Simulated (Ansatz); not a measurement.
Consider the following.

```
CELL_PARAMETERS angstrom
      4.44523     0.00000     0.00000
      0.00000     4.44523     0.00000
      2.22261    -2.22261     2.95192
ATOMIC_POSITIONS crystal
  Cd 0.00000 0.00000 0.00000
  Se 0.75000 0.75000 0.50000
```

No spin polarisation.

Level of theory: DFT with r2SCAN, PAW potentials and a 500 eV plane-wave cutoff in Ansatz (a first-principles code), no spin-orbit coupling. Settings: 9×9×9 k-points, 0.05 eV Fermi–Dirac smearing.

Task: Predict the in-plane stress, band gap and electron mass.

Result: 
- Mean in-plane stress (compression positive): -1.0 GPa
- Band gap: 0.89 eV
- Electron mass: 0.086 mₑ out of plane, 0.093 mₑ in plane (at Γ)

The cells carry an imposed strain or load. Effective masses come from finite differences of ±0.01 Å⁻¹. Stability against distortions was not tested. The cell was made from CdSe in the zinc blende structure (space group F-43m, No. 216) by this change: biaxial strain +2.50 %, plane normal [001], relaxed out of plane.
